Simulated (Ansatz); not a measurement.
## Si3N4 (space group P6_3/m, No. 176)

Si$_{3}$N$_{4}$ is taken in the hexagonal space group P6₃/m (No. 176), Pearson symbol hP14. Cell: a = b = 7.625 Å, c = 2.910 Å, α = β = 90.00°, γ = 120.00°. Si on 6h sees 4 N at 1.733–1.741 Å (tetrahedral). N1 on 2d is surrounded by 3 Si at 1.733 Å (trigonal planar). N2 on 6h sees 3 Si at 1.740 Å (trigonal planar). (Neighbours: up to the widest gap in distance over summed covalent radii, below 1.35, at either atom.)

Level of theory: PBEsol, PAW, 420 eV (Ansatz, a program for electronic structure; no spin-orbit coupling). Γ-centred 4×4×9 mesh, Fermi–Dirac width 0.05 eV.

The volume per atom is 10.47 Å³, the density is 3.18 g/cm³ and the band gap is 4.19 eV, indirect, Γ–A (33 % along) → Γ. The electron mass comes out as 0.22 mₑ along c, 1.4 mₑ across and the total energy is -483.843 eV/atom (σ→0; compares only within this code and set-up).

Effective masses come from finite differences of ±0.01 Å⁻¹. Stability against distortions was not tested.
